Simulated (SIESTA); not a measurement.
# Input and output of a self-consistent single point for Lu2AlCo3 (R-3m, 6 atoms in the cell) (SIESTA)

Computed with GGA PBEsol, numerical atomic orbitals DZP, PseudoDojo PBEsol standard norm-conserving potentials (rewritten from UPF to PSML) in SIESTA 5.4.2.

The input file:

```
# files in the folder: Lu.psml Al.psml Co.psml (PseudoDojo PBEsol standard)
SystemName  Lu2AlCo3
SystemLabel lu2alco3

NumberOfAtoms                6
NumberOfSpecies              3
%block ChemicalSpeciesLabel
  1 71 Lu
  2 13 Al
  3 27 Co
%endblock ChemicalSpeciesLabel
LatticeConstant              4.835359 Ang
%block LatticeVectors
     0.536777311    0.309908737    0.784746283
    -0.536777311    0.309908737    0.784746283
     0.000000000   -0.619817060    0.784746283
%endblock LatticeVectors
AtomicCoordinatesFormat      Bohr
%block AtomicCoordinatesAndAtomicSpecies
    -0.000000000    0.000001403    7.984194127  1
     0.000000000    0.000002377   13.527673288  1
     0.000000000    0.000000000    0.000000000  2
     2.452402472    1.415896196    3.585311236  3
    -2.452402472    1.415896196    3.585311236  3
     0.000000000   -2.831790503    3.585311236  3
%endblock AtomicCoordinatesAndAtomicSpecies

XC.functional                GGA
XC.authors                   PBEsol
PAO.BasisSize                DZP
PAO.EnergyShift              0.01 Ry
MeshCutoff                   300 Ry
%block kgrid.MonkhorstPack
    6   0   0  0.0
    0   6   0  0.0
    0   0   6  0.0
%endblock kgrid.MonkhorstPack
OccupationFunction           FD
ElectronicTemperature        0.1 eV

MaxSCFIterations             150
SCF.Mixer.Method             Pulay
SCF.Mixer.Weight             0.1
SCF.Mixer.History            8
SCF.DM.Tolerance             1.0E-05
Diag.ParallelOverK           true
WriteForces                  true
```

Log, with long lists cut:

```
reinit: Reading from file input.fdf

reinit: System Name: Lu2AlCo3
reinit: System Label: lu2alco3

coor:   Atomic-coordinates input format  =     Cartesian coordinates
coor:                                            (in Bohr units)

siesta: Atomic coordinates (Bohr) and species
siesta:     -0.00000   0.00000   7.98419  1        1
siesta:      0.00000   0.00000  13.52767  1        2
siesta:      0.00000   0.00000   0.00000  2        3
siesta:      2.45240   1.41590   3.58531  3        4
siesta:     -2.45240   1.41590   3.58531  3        5
siesta:      0.00000  -2.83179   3.58531  3        6

siesta: System type = bulk

initatomlists: Number of atoms, orbitals, and projectors:      6   136   136

siesta: ******************** Simulation parameters ****************************
redata: Spin configuration                          = none
redata: Time-Reversal Symmetry                      = T
redata: Number of Atomic Species                    =        3
redata: Mesh Cutoff                                 =   300.0000 Ry
redata: Net charge of the system                    =     0.0000 |e|
redata: Min. number of SCF Iter                     =        0
redata: Max. number of SCF Iter                     =      150
redata: SCF convergence failure will abort job
redata: SCF mix quantity                            = Hamiltonian
redata: Mix DM or H after convergence               =   F
redata: Recompute H after scf cycle                 =   F
redata: Mix DM in first SCF step                    =   T
redata: No kicks to SCF
redata: DM Mixing Weight for Kicks                  =     0.5000
redata: Require Harris convergence for SCF          =   F
redata: Harris energy tolerance for SCF             =     0.000100 eV
redata: Require DM convergence for SCF              =   T
redata: DM tolerance for SCF                        =     0.000010
redata: Require EDM convergence for SCF             =   F
redata: EDM tolerance for SCF                       =     0.001000 eV
redata: Require H convergence for SCF               =   T
redata: Hamiltonian tolerance for SCF               =     0.001000 eV
redata: Require (free) Energy convergence for SCF   =   F
redata: (free) Energy tolerance for SCF             =     0.000100 eV
redata: Using DFT-D3 dispersion                     =   F
redata: Using Saved Data (generic)                  =   F
redata: Method of Calculation                       = Diagonalization
redata: Electronic Temperature                      =  1160.4518 K
redata: Number of TDED substeps                     =        3
redata: Dynamics option                             = Single-point calculation
redata: Save all siesta data in one NC              =   F
redata: ***********************************************************************

%block SCF.Mixers
  Pulay
%endblock SCF.Mixers

%block SCF.Mixer.Pulay
  # Mixing method
  method pulay
  variant stable

  # Mixing options
  weight 0.1000
  weight.linear 0.1000
  history 8
%endblock SCF.Mixer.Pulay

DM_history_depth set to one: no extrapolation allowed by default for geometry relaxation
Size of DM history Fstack: 1
Total number of electrons:   104.000000
Total ionic charge:   104.000000

* ProcessorY, Blocksize:    1  64

* Orbital distribution balance (max,min):   136   136

k-point displ. along   1 input, could be:     0.00    0.50
k-point displ. along   2 input, could be:     0.00    0.50
k-point displ. along   3 input, could be:     0.00    0.50
 Kpoints in:          144 . Kpoints trimmed:          132

siesta: k-grid: Number of k-points = 132
siesta: k-points from Monkhorst-Pack grid
siesta: k-cutoff (effective) =    14.506 Ang
siesta: k-point supercell and displacements
siesta: k-grid:     6     0     0      0.000
siesta: k-grid:     0     6     0      0.000
siesta: k-grid:     0     0     6      0.000

diag: Algorithm                                     = D&C
diag: Parallel over k                               =   F
diag: Use parallel 2D distribution                  =   F
diag: Parallel block-size                           = 64
diag: Parallel distribution                         =     1 x     1
diag: Used triangular part                          = Lower
diag: Absolute tolerance                            =  0.100E-15
diag: Orthogonalization factor                      =  0.100E-05
diag: Memory factor                                 =  1.0000

superc: Internal auxiliary supercell:     5 x     5 x     5  =     125
superc: Number of atoms, orbitals, and projectors:    750  17000  17000

                        Single-point calculation

superc: Internal auxiliary supercell:     5 x     5 x     5  =     125
superc: Number of atoms, orbitals, and projectors:    750  17000  17000

outcell: Unit cell vectors (Ang):
        2.595511    1.498520    3.794530
       -2.595511    1.498520    3.794530
        0.000000   -2.997038    3.794530

outcell: Cell vector modules (Ang)   :    4.835359    4.835359    4.835359
outcell: Cell angles (23,13,12) (deg):     64.9291     64.9291     64.9290
outcell: Cell volume (Ang**3)        :     88.5512
new_DM -- step:     1
Initializing Density Matrix...

Attempting to read DM from file... Failed...
DM filled with atomic data:

InitMesh: MESH = 48 x 48 x 48 = 110592
InitMesh: Mesh cutoff (required, used) =   300.000   364.216 Ry

stepf: Fermi-Dirac step function

        iscf     Eharris(eV)        E_KS(eV)     FreeEng(eV)     dDmax    Ef(eV) dHmax(eV)
   scf:    1   -25725.235770   -25882.774723   -25883.089787  4.137762 -3.038423 30.666615
   scf:    2   -25785.550645   -25899.016176   -25899.686710  0.560732 -4.244680 28.104168
   scf:    3   -25950.990304   -25943.084554   -25943.304221  0.329177 -4.517640  5.694714
   scf:    4   -25944.373530   -25945.142456   -25945.305782  0.356698 -4.948174  4.787647
   scf:    5   -25946.977106   -25946.340413   -25946.525984  0.310980 -4.966410  1.050103
   scf:    6   -25946.419827   -25946.388834   -25946.578982  0.049188 -4.967994  0.435193
   [... 4 lines left out ...]
   scf:   11   -25946.400279   -25946.400845   -25946.595766  0.000638 -4.978748  0.030715
   scf:   12   -25946.401303   -25946.401113   -25946.595848  0.001312 -4.980139  0.002098
   scf:   13   -25946.400956   -25946.401036   -25946.595847  0.000169 -4.980056  0.004323
   scf:   14   -25946.401128   -25946.401083   -25946.595849  0.000121 -4.980236  0.000097
   scf:   15   -25946.401082   -25946.401083   -25946.595849  0.000002 -4.980238  0.000086

SCF Convergence by DM+H criterion
max |DM_out - DM_in|         :     0.0000024403
max |H_out - H_in|      (eV) :     0.0000862406
SCF cycle converged after 15 iterations

Using DM_out to compute the final energy and forces

siesta: E_KS(eV) =           -25946.4011

siesta: E_KS - E_eggbox =    -25946.4011

siesta: Atomic forces (eV/Ang):
     1   -0.000000   -0.000001   -0.005356
     2    0.000000    0.000000    0.005357
     3   -0.000000    0.000000    0.000000
     4   -0.000001    0.000000    0.000001
     5    0.000001    0.000000    0.000001
     6    0.000000    0.000001    0.000000
   Tot   -0.000000   -0.000000    0.000002
   Max    0.005357
   Res    0.001786    sqrt( Sum f_i^2 / 3N )
   Max    0.005357    constrained

Stress tensor Voigt[x,y,z,yz,xz,xy] (kbar):       34.71       34.71        9.86        0.00       -0.00       -0.00
(Free)E + p*V (eV/cell)   -25948.0564
Target enthalpy (eV/cell)   -25946.5958

siesta: Program's energy decomposition (eV):
siesta: Ebs     =     -2815.372631
siesta: Eions   =     34034.545133
siesta: Ena     =      2765.159268
siesta: Ekin    =     13987.028927
siesta: Enl     =     -4500.329089
siesta: Eso     =         0.000000
siesta: Edftu   =         0.000000
siesta: DEna    =       146.826111
siesta: DUscf   =         3.359494
siesta: DUext   =         0.000000
siesta: Ex      =     -4076.764463
siesta: Ec      =      -237.136196
siesta: Exc     =     -4313.900659
siesta: Eharris =    -25946.401082
siesta: Etot    =    -25946.401083
siesta: FreeEng =    -25946.595849

siesta: Stress tensor (static) (eV/Ang**3):
siesta:     0.021664   -0.000000   -0.000000
siesta:    -0.000000    0.021664    0.000000
siesta:    -0.000000    0.000000    0.006154

siesta: Cell volume =         88.551203 Ang**3

siesta: Pressure (static):
siesta:                Solid            Molecule  Units
siesta:          -0.00017964         -0.00018028  Ry/Bohr**3
siesta:          -0.01649385         -0.01655300  eV/Ang**3
siesta:         -26.42606139        -26.52082541  kBar
```

The run converged in 15 iterations.

The starting cell comes from a database of computed structures (which also holds hypothetical and non-ambient phases and stackings), without a prior relaxation at this level. Its lattice was rescaled by a random factor within 2.5 % of one. Spin polarisation is off. Values carry the incompleteness of an atom-centred basis.

Cost on one core of a shared machine: roughly 2 min.
